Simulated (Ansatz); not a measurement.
A relaxation of cell and atoms of CaC2 (C2/m, 6 atoms in the cell) with Ansatz (a first-principles code).

Method: PBEsol, default PAW files made with PBE (plane waves; Ansatz).

The change in words: atoms on their sites; basis.ecutwfc: 420 eV → 355 eV; relax: default → cell and atoms. Reference geometry:
```
CaC2
1.0
    3.58964    -1.92104     0.00000
    3.58964     1.92104     0.00000
   -2.17074     0.00000     7.11421
Ca C
2 4
Direct
  0.79953   0.79953   0.76054
  0.20259   0.20259   0.24649
  0.07922   0.07922   0.56431
  0.92078   0.92078   0.43569
  0.45186   0.45186   0.05825
  0.54814   0.54814   0.94175
```

Reference input (self-consistent single point, DFT, PBEsol, plane waves, default PAW files made with PBE): basis.ecutwfc = 420 eV; kpoints.mp_grid.grid = 6 6 3; hamiltonian.xc = pbesol; hamiltonian.pseudopotentials = {kind: paw} (the program's default PAW files); scf.occupations.method = fixed. This run's input differs from it in these lines:

Ansatz 0.2 input:
```diff
@@ -6,3 +6,3 @@
   atoms:
-    - { symbol: Ca, position: [0.799535, 0.799535, 0.760538] }
+    - { symbol: Ca, position: [0.797410, 0.797410, 0.753510] }
     - { symbol: Ca, position: [0.202590, 0.202590, 0.246490] }
@@ -13,3 +13,3 @@
 basis:
-  ecutwfc: 420.0 eV
+  ecutwfc: 355.0 eV
 kpoints:
@@ -24,2 +24,4 @@
     method: fixed
+relax:
+  cell: {}
 output:
```

The program printed (abridged):

```
   [... SCF lines of the steps left out ...]
relax step   1: F+E_penalty+E_count = -4573.67200784 eV  Δ(F+E_penalty+E_count) = +0.000e0 eV  max|allowed force component| = 2.757e-1 eV/Å  Δτ_max = 0.0000 Å  P = -2.030 GPa  Ω = 98.117 Å³  (7 SCF iters, dr2 threshold 1.00e-7 eV, accepted)
relax step   2: F+E_penalty+E_count = -4573.73611384 eV  Δ(F+E_penalty+E_count) = -6.411e-2 eV  max|allowed force component| = 1.237e-1 eV/Å  Δτ_max = 0.0210 Å  P = +3.041 GPa  Ω = 90.383 Å³  energy of the carried Pulay correction = +7.309e-2 eV  (6 [...]
   [... lines left out ...]
relax step   7: F+E_penalty+E_count = -4573.71069574 eV  Δ(F+E_penalty+E_count) = +4.463e-4 eV  max|allowed force component| = 4.144e-3 eV/Å  Δτ_max = 0.0008 Å  P = -0.002 GPa  Ω = 93.935 Å³  energy of the carried Pulay correction = +4.456e-3 eV  (4 [...]
relax step   8: F+E_penalty+E_count = -4573.70662542 eV  Δ(F+E_penalty+E_count) = +4.070e-3 eV  max|allowed force component| = 3.096e-3 eV/Å  Δτ_max = 0.0000 Å  P = -0.027 GPa  Ω = 93.935 Å³  stress off target by 4.95e-2 GPa  SCF on the basis [...]
basis re-selected at this cell: Δ(F+E_penalty+E_count) = +4.070e-3 eV, ΔP = -0.025 GPa vs the last step
the relaxation is at rest under the 4 symmetry operations that the run kept from its start: a minimum is not shown …
Stability not checked: this state was not tested for a lower state beside it, because too few of the mixer's solves of this state at the end of the SCF gave a …
Free energy (F): -4573.706625 eV
Internal energy: -4573.706625 eV  (E = F + TS)
   [... lines left out ...]
Fermi energy:    4.476569 eV
  cell:  # Å, volume = 93.9347 Å³
   [... lines left out ...]
    - { symbol: C, position: [0.08029157729749677, 0.08029157729749677, 0.5654395486171266] }
    - { symbol: C, position: [0.9197084227025033, 0.9197084227025033, 0.4345604513828731] }
    - { symbol: C, position: [0.45068103797737474, 0.45068103797737474, 0.05886259566226153] }
    - { symbol: C, position: [0.5493189620226252, 0.5493189620226252, 0.9411374043377383] }
```

The run converged. 

Summary of the result:
Free energy E − TS (on the zero of these files): -4573.7066 eV
Top of the valence band (on the code's own zero): 4.48 eV
Gap on the k-point mesh: 2.23 eV
Pressure: -0.03 GPa
Largest force (vector length): 0.003 eV/Å
Final cell: a = b = 4.0105 Å, c = 7.3443 Å, α = β = 104.85°, γ = 56.21°
Final volume per atom: 15.66 Å³
Relaxation steps: 8

The starting cell comes from a database of computed structures (which also holds hypothetical and non-ambient phases and stackings), without a prior relaxation at this level. Its lattice was rescaled by up to half a per cent. The relaxation keeps the symmetry of its start, so its end need not be a minimum. Ansatz's pressure includes its estimate of the finite-basis (Pulay) stress. Without the estimate this run gives -1.55 GPa. The cutoff lies below the one recommended for these files.
